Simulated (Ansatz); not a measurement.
The parent structure is InAgTe2 in the chalcopyrite structure (space group I-42d, No. 122; a = 6.431 Å, c = 12.767 Å). Axes: x, y, z lie along a, b, c of the conventional cell.

Level of theory: plane-wave PAW DFT at the PBEsol level (Ansatz, an electronic-structure program, 420 eV), no spin-orbit coupling.

Before the change:

The pressure is 0.00 GPa and the shortest interatomic distance comes out as 274.6 pm.

The change: the cell is stretched by 0.78 % along y with no lateral relaxation, atoms relaxed at fixed cell.

Question: Estimate the effect on the pressure.

Answer: The pressure (mean of the normal stresses, compression positive) goes from zero to -0.34 GPa.

Question: What happens to the energy relative to the base?

Answer: The energy grows by 0.3 meV/atom.

Question: What happens to the shortest interatomic distance?

Answer: The shortest interatomic distance rises by 0.8 pm, from 274.6 pm to 275.4 pm.

The cells carry an imposed strain or load. Whether these cells are dynamically stable was not tested.
